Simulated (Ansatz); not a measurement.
Cell and atoms of amorphous In24O37Ag2:

```xyz
63
Lattice="9.7971 0.1213 -0.0305 0.1213 9.6867 -0.2618 -0.0305 -0.2618 9.5517" Properties=species:S:1:pos:R:3 pbc="T T T"
In     2.7195     5.9470     1.2167
In     0.7821     5.5877     7.8521
In     8.4095     8.3782     6.1871
In     5.5160     0.2153     6.7036
In     2.9560     3.6080     6.3175
In     9.1665     6.6942     2.3890
In     9.4924     0.7320     3.2614
In     4.0239     9.4632     0.4845
In     7.9817     3.5525     1.8798
In     1.2156     2.6388     0.0559
In     4.5111     3.4043     2.1971
In     1.8745     7.1667     4.6686
In     5.4219     6.5305     4.2316
In     3.1929     0.9287     4.2129
In     6.1090     3.0554     5.2106
In     1.3002     3.7456     3.3723
In     9.7774     2.2728     6.1870
In     8.5332     5.2472     5.3132
In     6.8873     0.9157     0.2662
In     7.7190     4.4462     8.3597
In     6.2811     9.3392     2.9656
In     4.2588     6.5984     7.5889
In     6.0655     6.6715     0.9183
In     2.1540    -0.1729     7.4772
O      0.0955     2.4155     1.8630
O      7.6369     0.8771     2.3108
O      7.3006     0.0460     7.8415
O      2.5199     3.7987     1.3369
O      8.5898     6.2156     7.2256
O      0.9688     4.2375     5.6848
O      6.0978     8.7972     0.6695
O      7.9124     5.5492     0.9073
O      3.4223     3.1501     4.1086
O      6.3598     8.1951     5.3559
O      2.5050     9.0882     5.1835
O      9.0528     4.7040     3.3454
O      1.8442     0.5318     0.1397
O      3.6579     6.3128     5.5190
O      4.0634     9.2180     2.6084
O      4.2455     8.8898     7.6985
O      1.1631     1.7677     4.2950
O      0.6592     6.4903     0.4210
O      0.4930     8.4871     2.1814
O      5.8009     5.4824     8.5302
O      8.8843     0.4853     5.3629
O      9.7983     3.8052     8.4453
O      3.7202     7.3658     0.1041
O      1.7617     1.8946     7.3868
O      6.3935     5.1558     5.3738
O      4.6607     5.6599     2.2833
O      2.8166     4.9857     7.9470
O      0.9854     7.8922     7.7112
O      5.3895     1.0129     4.7167
O      6.3387     3.3147     3.1328
O      4.8096     1.7190     0.8128
O      7.2907     2.9507    -0.0289
O      7.0082     7.3137     2.8438
O      7.9702     3.3172     6.3206
O      9.5188     7.1893     4.7289
O      1.6423     5.9117     3.0239
O      4.7346     2.4919     6.7824
Ag     0.9237     8.4508     0.1906
Ag     4.8137     3.3086     8.9306
```

These are PBE, scalar-relativistic without spin-orbit coupling (plane waves to 420 eV, PAW; Ansatz, a first-principles code) values and carry that method's errors.

Preparation: random packing, a CHGNet melt and quench, and a DFT relaxation. O atoms were pushed apart under 1.9 Å during the dynamics, to hinder bonds among them. The hot cell started wider than the set density and was brought back towards it in steps. It is the lowest in DFT energy of 2 quenches. It is a model cell: composition and starting density were chosen by hand, and all elements were melted together. No dispersion term was used. Its density started from a set value of 6.59 and ended at 6.53 g/cm³. The quench (nominally 280 K/ps over its main leg) was far faster than any real one, so the model tends to hold more defects than a real film. Values belong to this one cell and scatter from quench to quench. Volume and shape were free in the relaxation. Stress components on the final sampling reach 1.2 GPa. On a 2×2×2 Γ-centred mesh force components of up to 1.23 eV/Å stay, since the relaxation ran on the zone centre alone. Cycles of charging lowered its energy after that relaxation.

Cut-offs for bonds: In-In 3.12 Å, In-O 2.60 Å, In-Ag 3.16 Å, O-O 1.58 Å, O-Ag 2.53 Å, Ag-Ag 3.19 Å. Two cations that share two anions don't count as bonded, nor two that share one unless they lie closer than In-In 3.04 Å, In-Ag 3.07 Å, Ag-Ag 3.10 Å.

**Question.** Give the coordination numbers, mean bond lengths and angles.

**Answer.** 
The mean coordination of In by anions is 5.33 (1 with 4, 16 with 5, 5 with 6, 2 with 7); 1 close contacts or bonds to cations besides, the mean coordination of O comes out as 3.65 (14 with 3, 22 with 4, 1 with 5) and the mean coordination of Ag by anions comes out as 3.50 (1 with 3, 1 with 4); 1 close contacts or bonds to cations besides. The mean In-O bond comes out as 2.208 Å (spread 0.101 Å, 128 counted), the mean O-Ag bond is 2.174 Å (spread 0.161 Å, 7 counted) and the bond angle at In is mean 104.8°, spread 28.3°. The bond angle at O is mean 110.1°, spread 17.1°. The bond angle at Ag is mean 112.4°, spread 34.5°.

**Question.** List the pairs of like atoms that count as bonded by the rules above.

**Answer.** There are none by these rules.
